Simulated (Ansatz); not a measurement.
Thickness series in VN

Take VN in the zinc blende structure (space group F-43m, No. 216; a model cell, its experimental status unchecked) as the base.

```xyz
2
Lattice="0.0000 2.1914 2.1914 2.1914 0.0000 2.1914 2.1914 2.1914 0.0000" Properties=species:S:1:pos:R:3 pbc="T T T"
N      3.2871     3.2871     3.2871
V      0.0000     0.0000     0.0000
```

Cartesian axes are those of the cell as printed.

Free-standing slabs (2 atom(s) a layer) normal to [110] with 15 Å of vacuum; in-plane cell held at bulk.

Method: plane-wave PAW DFT at the PBEsol level (Ansatz, a quantum-chemistry and plane-wave program, 420 eV), no spin-orbit coupling.

Notes on the quantities. layer's space group: with vacuum; excess energy per area of both faces: slab less bulk energy over the cell's area: twice a surface energy; uncertain by up to 0.2 J/m².

```json
[
 {"case": "base", "shortest interatomic distance": "1.898 Å", "layer's space group": "–", "excess energy per area of both faces": "–", "thickness between the outermost nuclei": "–"},
 {"case": "1 layer", "shortest interatomic distance": "1.757 Å", "layer's space group": "Pmm2 (No. 25)", "excess energy per area of both faces": "–", "thickness between the outermost nuclei": "–"},
 {"case": "2 layers", "shortest interatomic distance": "1.823 Å", "layer's space group": "Pmn2_1 (No. 31)", "excess energy per area of both faces": "3.55 J/m²", "thickness between the outermost nuclei": "1.75 Å"},
 {"case": "3 layers", "shortest interatomic distance": "1.794 Å", "layer's space group": "Pmm2 (No. 25)", "excess energy per area of both faces": "3.5 J/m²", "thickness between the outermost nuclei": "3.48 Å"},
 {"case": "4 layers", "shortest interatomic distance": "1.788 Å", "layer's space group": "Pmn2_1 (No. 31)", "excess energy per area of both faces": "3.1 J/m²", "thickness between the outermost nuclei": "4.82 Å"},
 {"case": "5 layers", "shortest interatomic distance": "1.794 Å", "layer's space group": "Pmm2 (No. 25)", "excess energy per area of both faces": "3.5 J/m²", "thickness between the outermost nuclei": "6.56 Å"},
 {"case": "6 layers", "shortest interatomic distance": "1.798 Å", "layer's space group": "Pmn2_1 (No. 31)", "excess energy per area of both faces": "3.5 J/m²", "thickness between the outermost nuclei": "8.06 Å"},
 {"case": "7 layers", "shortest interatomic distance": "1.796 Å", "layer's space group": "Pmm2 (No. 25)", "excess energy per area of both faces": "3.3 J/m²", "thickness between the outermost nuclei": "9.60 Å"}
]
```

The excess energy carries the mismatch between the slab's and the bulk's meshes. Whether these cells are dynamically stable was not tested. Starting moments died away, wholly or in part, for the base; another magnetic solution may exist. The final runs are not spin-polarised. VN has a high density of states at the Fermi level and may be magnetic at this level.
